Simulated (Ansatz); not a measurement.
Cost and result by functional for the surface energy of the (30-32) surface of hcp Mg in its 1x1 cell, outermost plane spacing 0.87 Å in the ideal cut, in Ansatz (plane waves, PAW). Single points on the PBE structure, on one kind of machine; costs are rough ratios of the slab run's core time (references not counted) to the cheapest single point. r2SCAN's cost holds its higher cutoff (500 against 420 eV). Differences are taken against r2SCAN for comparison alone: no measured value is at hand, so the table doesn't rank accuracy.

Slab: 26 atoms, 10.4 Å thick at the start (thin: gaps and levels are the slab's own); k 12x3x1, smearing 0.1 eV, dipole-corrected; all atoms relaxed; held to the start's symmetry, so lower structures may exist; no spin, no spin-orbit, no U. These notes are the PBE run's.

| functional | relative cost | surface energy (J/m²) | less r2SCAN (J/m²) |
|---|---|---|---|
| PBEsol | 1 | 0.71 | 0.00 |
| LDA | 1 | 0.73 | 0.01 |
| RPBE | 1 | 0.59 | -0.13 |
| r2SCAN | 2 | 0.72 | 0.00 |
| PBE (the relaxed run's value) | – | 0.64 | -0.08 |

The values span 0.14 J/m², while the single points' costs differ by a factor of roughly 2. Differences are of unrounded values.

Ansatz is a program for electronic structure.
